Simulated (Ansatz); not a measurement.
Where the default PAW files enter, the runs use the earlier of Ansatz's two default sets.

Given:

```
CELL_PARAMETERS angstrom
      3.75391     0.00000     0.00000
      0.00000     5.30883     0.00000
      1.87695     2.65442     1.87695
ATOMIC_POSITIONS crystal
  K  0.00000 0.00000 0.00000
  F  0.00000 0.50000 0.00000
```

Space group of this cell: Fm-3m, rock salt. The cell is taken as given.

Transport runs along the normal of the first two printed cell vectors, the (110) plane of the conventional cell.

No gap correction and no spin-orbit coupling; mid-gap values are interpolated between computed energies.

State the band gap and the smallest decay constant κ at mid-gap according to r2SCAN run with Ansatz (an electronic-structure program).

Gap 6.94 eV on a 16×16×16 mesh; κ = 0.554 1/Å, at the zone centre.
